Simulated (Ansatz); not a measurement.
Size effect: ScAl₂ (Fd-3m) beside Mo

ScAl$_{2}$ (Fd-3m) has a bulk resistivity ρ₀ of 18.6 μΩ·cm and a mean free path ℓ of 8.27 nm. Mo (Im-3m) has a bulk resistivity ρ₀ of 5.36 μΩ·cm and a mean free path ℓ of 12.6 nm. Both at 300 K by PBEsol, DFPT electron-phonon coupling, linearised Boltzmann equation (plane waves, PAW, scalar-relativistic; Ansatz, a program for electronic structure); third figures are kept for the arithmetic, and halving the electron mesh moves ρ₀ by up to 4 and 1 % at 300 K, and ℓ by up to 2 and 2 % (the most at any temperature). Cell of ScAl₂ (Fd-3m): a = 5.322 Å, b = 5.322 Å, c = 5.322 Å, α = 60.00°, β = 60.00°, γ = 60.00°. On Mo: eigensolver warning.

Square wire of width d: ρ − ρ₀ = ρ₀ℓ × [0.75(1 − p)/d + 1.5R/((1 − R)D)], with p = 0.4, R = 0.4, D = d.

### Question
Write ρ(d) for both metals.

### Answer
With D = d the size term is Kρ₀ℓ/d, K = 0.75 × 0.6 + 1.5 × 0.4/0.60 = 1.45. ScAl₂ (Fd-3m): ρ₀ℓ = 15.4×10⁻¹⁶ Ω·m², ρ = 18.6 + 220/d. Mo: 6.75×10⁻¹⁶ Ω·m², ρ = 5.36 + 97.9/d (μΩ·cm, d in nm).

### Question
Do these numbers give a width at which ScAl₂ (Fd-3m) overtakes?

### Answer
Nowhere: neither ρ₀ nor ρ₀ℓ of ScAl₂ (Fd-3m) lies under that of Mo.

### Question
Find the resistance of 1 μm of line, ρL/d², in square trenches of width w. Take w = 9, 16, 20, 36 nm.

### Answer
| w (nm) | ρ, ScAl₂ (Fd-3m) (μΩ·cm) | Ω/μm, ScAl₂ (Fd-3m) | ρ, Mo (μΩ·cm) | Ω/μm, Mo |
|---|---|---|---|---|
| 9 | 43 | 5400 | 16.2 | 2000 |
| 16 | 33 | 1270 | 11.5 | 450 |
| 20 | 30 | 740 | 10.3 | 260 |
| 36 | 25 | 191 | 8.1 | 62 |

The line of Mo has the lower resistance at w = 9, 16, 20, 36 nm.

The formula is the first-order form of the Fuchs-Sondheimer and Mayadas-Shatzkes models for a square wire of an isotropic metal and fails where d lies far under ℓ. p, R and D are assumed, not computed. With a current-weighted ℓ the product lies above the one-path value, by more the wider the paths spread. Only harmonic phonons scatter in ρ₀; disorder, surface states and the phase's stability aren't judged.

Computed structure with no diffraction record at hand here (it may be known, metastable or hypothetical): ScAl2 (Fd-3m).
